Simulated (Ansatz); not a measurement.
## ZrO2: isotropic strain −1.88 %

The parent structure is ZrO$_{2}$ (space group P4_2/nmc, No. 137; a = 3.621 Å, c = 5.283 Å).

It is then changed as follows: every lattice vector is shortened by 1.88 %; the atoms relax in the strained cell.

The values are results of Ansatz (a program for electronic structure), PBE, PAW, cutoff 420 eV, no spin-orbit coupling, not measurements. Settings: 9×9×6 k-points, 0.05 eV Fermi–Dirac smearing.

The volume per atom drops by 0.639 Å³ to 10.91 Å³ and the space group stays P4_2/nmc (No. 137). The shortest interatomic distance falls by 0.0095 Å to 2.068 Å and the energy goes up by 21 meV/atom. The band gap increases by 0.08 eV (4.04 eV → 4.12 eV) and the gap character becomes indirect, A → Γ (base: indirect, k = (0.222, 0.222, 0) in the run's primitive reciprocal basis → Γ). The width of the top valence band grows by 0.08 eV (0.87 eV → 0.95 eV) and the electron mass becomes 2.2 mₑ along c, 0.60 mₑ across (at Γ) (base: 2.3 mₑ along c, 0.61 mₑ across (at Γ)). The largest internal atomic displacement comes out as 0.059 Å.

Masses are band curvatures over ±0.01 Å⁻¹ around the edge. No phonon test of stability was made. This is not the structure that ZrO2 has at room temperature and ambient pressure.
